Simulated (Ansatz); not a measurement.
Here is the system:

End structure of Ru on the 1x1 (0001) surface of hcp Co, ferromagnetic, one in a 2x2 cell, started at the site 'hollow Co-Co-Co':

```xyz
17
Lattice="4.9858 0.0000 0.0000 -2.4929 4.3179 0.0000 0.0000 0.0000 25.5000" Properties=species:S:1:pos:R:3 pbc="T T T"
Co     1.2465     0.7196     9.7630
Co     0.0000     2.8786     9.7630
Co     3.7394     0.7196     9.7630
Co     2.4929     2.8786     9.7630
Co     0.0000     1.4393    11.7164
Co    -1.2465     3.5982    11.7164
Co     2.4929     1.4393    11.7164
Co     1.2465     3.5982    11.7164
Co     1.2465     0.7196    13.6949
Co     0.0111     2.8850    13.7969
Co     3.7394     0.7068    13.7969
Co     2.4818     2.8850    13.7969
Co     0.0440     1.4139    15.7388
Co    -1.2465     3.6490    15.7388
Co     2.4489     1.4139    15.7388
Co     1.2465     3.5982    15.9075
Ru    -1.2465     2.1589    17.5652
```

Slab: 17 atoms, 6.0 Å thick at the start under the adsorbate (thin: gaps and levels are the slab's own); k 7x7x1, smearing 0.1 eV, dipole-corrected; 8 atoms held, the rest relaxed; symmetry of the start imposed; spin-polarised, no spin-orbit, no U, no dispersion correction. At the end it is bonded to 3 Co. In PBE it is, or lies within 0.03 eV of, the lowest of the starts that converged.

A negative adsorption energy means that the adsorbate is more stable on the surface than in its reference.

Problem. Give the adsorption energy against an atom of hcp Ru at the level PBE run with Ansatz (an electronic-structure program).

Solution. 202 kJ/mol

Problem. Estimate the work function of the top face that PBE returns for this input.

Solution. 3.63 eV

Problem. Give the change of the work function at the level PBE.

Solution. -1.34 eV

Problem. Predict the change of the step from the bottom to the top vacuum level, against the clean slab from PBE.

Solution. -1.32 eV
